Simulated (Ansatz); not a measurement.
```
Os
1.0
    2.70173     0.00000     0.00000
    1.35087     2.33977     0.00000
    0.00000     0.00000     4.33251
Os
2
Direct
  0.66667   0.66667   0.75000
  0.33333   0.33333   0.25000
```

No spin polarisation.

All numbers come from Ansatz (an electronic-structure program), PBEsol, PAW, cutoff 420 eV, no spin-orbit coupling. Γ-centred 24×24×14 mesh, Fermi–Dirac width 0.1 eV.

What mean in-plane stress (compression positive) does the calculation give?

+9.5 GPa.

What band gap does the calculation give?

Zero.

The cells carry an imposed strain or load. Whether these cells are dynamically stable was not tested. All final runs are without spin polarisation. The cell was made from Os in the hcp (Mg type) structure (space group P6_3/mmc, No. 194) by this change: biaxial strain −1.00 %, plane normal [001], relaxed out of plane.
